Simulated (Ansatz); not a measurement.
Input for Bi2S3 (stibnite start, 20-atom cell) (held in this type by symmetry, stable or not):

Ansatz 0.2 input:
```yaml
crystal:
  lattice:
    - [0.0, 3.977819185, 0.0]
    - [0.0, 0.0, 10.966029434]
    - [11.153473532, 0.0, 0.0]
  atoms:
    - { symbol: Bi, position: [0.75, 0.031155949, 0.166484155] }
    - { symbol: Bi, position: [0.25, 0.968844051, 0.833515845] }
    - { symbol: Bi, position: [0.25, 0.531155949, 0.333515845] }
    - { symbol: Bi, position: [0.75, 0.468844051, 0.666484155] }
    - { symbol: Bi, position: [0.25, 0.324652888, 0.005944807] }
    - { symbol: Bi, position: [0.75, 0.675347112, 0.994055193] }
    - { symbol: Bi, position: [0.75, 0.824652888, 0.494055193] }
    - { symbol: Bi, position: [0.25, 0.175347112, 0.505944807] }
    - { symbol: S, position: [0.75, 0.129363246, 0.949779239] }
    - { symbol: S, position: [0.25, 0.870636754, 0.050220761] }
    - { symbol: S, position: [0.25, 0.629363246, 0.550220761] }
    - { symbol: S, position: [0.75, 0.370636754, 0.449779239] }
    - { symbol: S, position: [0.25, 0.195671288, 0.21821323] }
    - { symbol: S, position: [0.75, 0.804328712, 0.78178677] }
    - { symbol: S, position: [0.75, 0.695671288, 0.28178677] }
    - { symbol: S, position: [0.25, 0.304328712, 0.71821323] }
    - { symbol: S, position: [0.75, 0.057303809, 0.622613629] }
    - { symbol: S, position: [0.25, 0.942696191, 0.377386371] }
    - { symbol: S, position: [0.25, 0.557303809, 0.877386371] }
    - { symbol: S, position: [0.75, 0.442696191, 0.122613629] }
basis:
  ecutwfc: 420
  ecutrho_ratio: 4
  xc_grid: 2
kpoints:
  mp_grid: { grid: [6, 2, 2] }
hamiltonian:
  xc: pbe
  dispersion: d3bj
  pseudopotentials: { kind: paw }
scf:
  n_extra_bands: 32
  occupations: { method: fermi_dirac, width: 0.01 }
output:
  eigenstates:
    kpoints:
      - [0.0, 0.0, 0.0]
      - [0.0, 0.0, -0.5]
      - [-0.5, 0.0, 0.0]
      - [0.0, -0.5, 0.0]
    e_range: [-5, 6]
    localisation: true
  eigenvalues: true
magnetization:
  noncollinear: true
  spin_orbit: true
```

These are PBE+D3(BJ) with spin-orbit coupling (plane waves to 420 eV, PAW; Ansatz, a first-principles code) values and carry that method's errors.  Its k-point mesh 6×2×2, Fermi–Dirac width 0.01 eV.

### Question
What does the end of the output print (band table and long remarks left out, numbers rounded to eight decimals)?

### Answer
```
SCF converged after 10 iterations
Magnetization: |M| = 0.0000 μB,  M = (+0.0000, +0.0000, +0.0000) μB
Absolute magnetization: 0.0000 μB (∫|m|)
  site 0: m = (+0.0000, +0.0000, +0.0000) μB, |m| = 0.0000 μB  (R = 1.09 Å)
  site 1: m = (+0.0000, +0.0000, +0.0000) μB, |m| = 0.0000 μB  (R = 1.09 Å)
  site 2: m = (+0.0000, +0.0000, +0.0000) μB, |m| = 0.0000 μB  (R = 1.09 Å)
  site 3: m = (+0.0000, +0.0000, +0.0000) μB, |m| = 0.0000 μB  (R = 1.09 Å)
  site 4: m = (+0.0000, +0.0000, +0.0000) μB, |m| = 0.0000 μB  (R = 1.12 Å)
  site 5: m = (+0.0000, +0.0000, +0.0000) μB, |m| = 0.0000 μB  (R = 1.12 Å)
  site 6: m = (+0.0000, +0.0000, +0.0000) μB, |m| = 0.0000 μB  (R = 1.12 Å)
  site 7: m = (+0.0000, +0.0000, +0.0000) μB, |m| = 0.0000 μB  (R = 1.12 Å)
  site 8: m = (+0.0000, +0.0000, +0.0000) μB, |m| = 0.0000 μB  (R = 1.09 Å)
  site 9: m = (+0.0000, +0.0000, +0.0000) μB, |m| = 0.0000 μB  (R = 1.09 Å)
  site 10: m = (+0.0000, +0.0000, +0.0000) μB, |m| = 0.0000 μB  (R = 1.09 Å)
  site 11: m = (+0.0000, +0.0000, +0.0000) μB, |m| = 0.0000 μB  (R = 1.09 Å)
  site 12: m = (+0.0000, +0.0000, +0.0000) μB, |m| = 0.0000 μB  (R = 1.13 Å)
  site 13: m = (+0.0000, +0.0000, +0.0000) μB, |m| = 0.0000 μB  (R = 1.13 Å)
  site 14: m = (+0.0000, +0.0000, +0.0000) μB, |m| = 0.0000 μB  (R = 1.13 Å)
  site 15: m = (+0.0000, +0.0000, +0.0000) μB, |m| = 0.0000 μB  (R = 1.13 Å)
  site 16: m = (+0.0000, +0.0000, +0.0000) μB, |m| = 0.0000 μB  (R = 1.12 Å)
  site 17: m = (+0.0000, +0.0000, +0.0000) μB, |m| = 0.0000 μB  (R = 1.12 Å)
  site 18: m = (+0.0000, +0.0000, +0.0000) μB, |m| = 0.0000 μB  (R = 1.12 Å)
  site 19: m = (+0.0000, +0.0000, +0.0000) μB, |m| = 0.0000 μB  (R = 1.12 Å)
Free energy (F): -110344.470693 eV
Harris-Foulkes:  -110344.470693 eV  (|F-HF|=8.41e-9)
Internal energy: -110344.470693 eV  (E = F + TS)
E sigma→0 (E₀):  -110344.470693 eV
Fermi energy:    8.561135 eV
--- Per-component energies (eV) ---
  E_band       = -810.245587
  E_kinetic    = 3699.122415
  E_local      = -13896.128927  (includes V_loc(G=0)·N_el)
  E_nonlocal   = 4849.075427
  E_hartree    = 4551.894943
  E_xc         = -2385.482118
  E_vxc        = -2212.454361  (∫ρ·V_xc dr)
  E_paw        = -92845.991732  (= ΣΔE_a)
  E_vpaw       = -2353.649974  (= ΣTr[D̂ρ^β])
  E_aug_tail   = -0.002958  (compensation charges beyond the density's cutoff)
  E_ewald      = -14309.125431
  E_disp       = -7.832310  (pairwise vdW)
  E_smearing   = 0.000000  (= −TS)
  E_closure    = 0.000000  (closes the sum)
  Σ components = -110344.470693   (vs F -110344.470693, Δ=0.00e0)
```

Cost: very roughly 5 core-minutes.
